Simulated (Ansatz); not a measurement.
## A computed series for CaZrF6: element substitutions

Start from CaZrF6 (space group Fm-3m, No. 225; a = 8.511 Å; a cell from a computed database, its experimental status unchecked).

Each row replaces one element on all its sites; cell and atoms are relaxed.

Levels (all Ansatz, a program for electronic structure, PAW): PBEsol (420 eV, no spin-orbit coupling); HSE06 (420 eV, no spin-orbit coupling).

Band gaps by level, all at the geometries relaxed with PBEsol:

```
case      PBEsol    HSE06
-------  -------  -------
base     7.01 eV  9.31 eV
Ca → Be  6.54 eV      ___
Zr → Ti  4.89 eV      ___
```

Q: Some entries are withheld; estimate them.

A: 
- Ca → Be, HSE06: 8.81 eV
- Zr → Ti, HSE06: 7.07 eV

Single points use the geometry relaxed with PBEsol. Stability against distortions was not tested. As relaxed here, ZrBeF6 and CaTiF6 are hypothetical phases, not in the database extracts checked. All final runs are without spin polarisation.
